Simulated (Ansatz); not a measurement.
The parent structure is TiB2 (space group P6/mmm, No. 191; a = 3.017 Å, c = 3.185 Å). Axes: x lies along a and z along c of the hexagonal cell.

The change: compressive biaxial strain of 4.21 % in the plane normal to [001], as in epitaxy on a mismatched substrate; the out-of-plane cell vector and the atoms relax.

Levels (all Ansatz, a program for electronic structure, PAW, earlier PAW set): PBEsol (420 eV, no spin-orbit coupling); r2SCAN (500 eV, no SOC).

The geometry is relaxed with PBEsol.

| Item | Value |
|---|---|
| PBEsol pressure | 23.0 GPa |

With r2SCAN at the same geometry, the pressure goes up by 5.2 GPa, from 23.0 GPa to 28.2 GPa.

Single points use the geometry relaxed with PBEsol. Their cutoffs differ, which shifts pressures a little. The mesh was chosen for an insulator and is coarse for the gapless case. Without a gap, meshes like the base's 13×13×10 leave anisotropic stresses uncertain by several tenths of a GPa, and small strain energies with them. No phonon test of stability was made. The final runs are not spin-polarised.
